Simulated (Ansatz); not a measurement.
All values below come from PBE (plane waves to 420 eV, PAW; Ansatz, a first-principles code).

Electrostatic potential energy of an electron, averaged over planes parallel to the surface, in eV from the Fermi level, for the (100) surface of fcc Pd, one row in 2 of the top plane missing (bottom of the slab: a bare face, its two planes held):

(z (Å), V (eV)): (3.76, 5.08); (4.04, 5.08); (4.33, 5.08); (4.62, 5.08); (4.91, 5.07); (5.20, 5.06); (5.49, 5.04); (5.78, 4.99); (6.07, 4.87); (6.36, 4.64); (6.64, 4.11); (6.93, 2.94); (7.22, -0.10); (7.51, -6.19); (7.80, -12.20); (8.09, -14.74); (8.38, -11.55); (8.67, -5.71); (8.96, -1.06); (9.24, -2.19); (9.53, -7.78); (9.82, -13.19); (10.11, -14.69); (10.40, -10.90); (10.69, -5.03); (10.98, -1.05); (11.27, -3.28); (11.56, -9.04); (11.84, -13.97); (12.13, -14.36); (12.42, -9.83); (12.71, -3.96); (13.00, -0.88); (13.29, -4.11); (13.58, -9.99); (13.87, -14.41); (14.16, -13.85); (14.44, -8.85); (14.73, -3.12); (15.02, -1.12); (15.31, -5.29); (15.60, -11.14); (15.89, -14.77); (16.18, -12.96); (16.47, -7.40); (16.76, -1.84); (17.04, -0.73); (17.33, -2.72); (17.62, -4.65); (17.91, -4.33); (18.20, -1.81); (18.49, 1.30); (18.78, 3.36); (19.07, 4.10); (19.36, 4.43); (19.64, 4.58); (19.93, 4.65); (20.22, 4.68); (20.51, 4.70); (20.80, 4.71); (21.09, 4.71); (21.38, 4.71); (21.67, 4.71); (21.96, 4.71)

Set-up: 11 atoms, 9.9 Å thick at the start (thin: gaps and levels are the slab's own); mesh 13x7x1; 0.1 eV smearing; dipole correction on; 4 atoms held, the rest relaxed; start symmetry kept, larger cells not searched; no spin, no spin-orbit, no U. It is one candidate, not shown to be the stable structure of the face.

Task: The surface cell has an area of 15.55 Å². What dipole along the normal does the step between the two vacuum levels imply?

Result: the top vacuum level lies 0.37 eV below the bottom one; p = −ε₀ A ΔV (ε₀ = 0.005526 e/(V·Å)) gives 0.03 e·Å a cell.
